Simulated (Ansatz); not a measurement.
We consider BBi (model structure, started from the wurtzite type, P6₃mc, No. 186, 4 atoms in the cell), described by r²SCAN in Ansatz (PAW).

Numerical settings: plane-wave cutoff 560 eV, 18×18×10 k mesh (along the axes of the cell as run), Fermi–Dirac smearing 0.05 eV, scalar-relativistic PAW data made under PBE.

Cell (relaxed at this level):

```cif
data_B2Bi2
_chemical_formula_sum 'B2 Bi2'
_space_group_name_H-M_alt 'P 1'
_space_group_IT_number 1
_cell_length_a 3.86540
_cell_length_b 3.86540
_cell_length_c 6.37704
_cell_angle_alpha 90.000
_cell_angle_beta 90.000
_cell_angle_gamma 120.000
loop_
_space_group_symop_operation_xyz
  'x, y, z'
loop_
_atom_site_label
_atom_site_type_symbol
_atom_site_fract_x
_atom_site_fract_y
_atom_site_fract_z
_atom_site_occupancy
B1 B 0.66667 0.33333 0.99988 1
B2 B 0.33333 0.66667 0.49988 1
Bi1 Bi 0.66667 0.33333 0.62532 1
Bi2 Bi 0.33333 0.66667 0.12532 1
```

Q: Estimate the band gap and bulk modulus that the calculation returns.

A: 
- band gap = 0.20 eV (on the SCF k mesh)
- bulk modulus = 80.0 GPa

Note: the bulk modulus is −V dP/dV from two relaxed cells at ±2 % in volume; the relaxation could raise the start's symmetry but not lower it, so the cell can be a saddle point.

Spin–orbit coupling is not included; it can close the smallest gap of 0.20 eV.

Computed values are for the static lattice.

Cost on a shared machine: around 6 core-minutes (rough).

A model structure was made by putting elements into a prototype or built by hand; it is no filed structure, need not be a known phase, and can be a saddle point held by its symmetry.

Ansatz is a quantum-chemistry and plane-wave program.
